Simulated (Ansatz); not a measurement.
Start from Se (space group P3_121, No. 152; a = 4.039 Å, c = 5.120 Å; made of chains).

The change: an isotropic linear strain of −3.31 %, atoms relaxed at fixed cell.

Levels (all Ansatz, a first-principles code, PAW, earlier PAW set): PBEsol (420 eV, no SOC); r2SCAN (500 eV, scalar-relativistic without spin-orbit coupling).

The geometry is relaxed with PBEsol.

| Property | Value |
|---|---|
| PBEsol width of the top valence band | 3.43 eV |
| PBEsol band gap | 0.22 eV |
| PBEsol pressure | 47.3 kbar |

**Question.** Predict the width of the top valence band, band gap and pressure from r2SCAN.

**Answer.** The width of the top valence band grows by 0.125 eV to 3.55 eV; the band gap grows by 0.24 eV, from 0.22 eV to 0.46 eV; the pressure grows by 24.79 kbar, from 47.3 kbar to 72.0 kbar.

Single points use the geometry relaxed with PBEsol. Their cutoffs differ, which shifts pressures a little. No phonon test of stability was made. No dispersion term is included in the PBEsol runs. The zero or small gap of Se under isotropic strain −3.31 % can change with the level of theory.
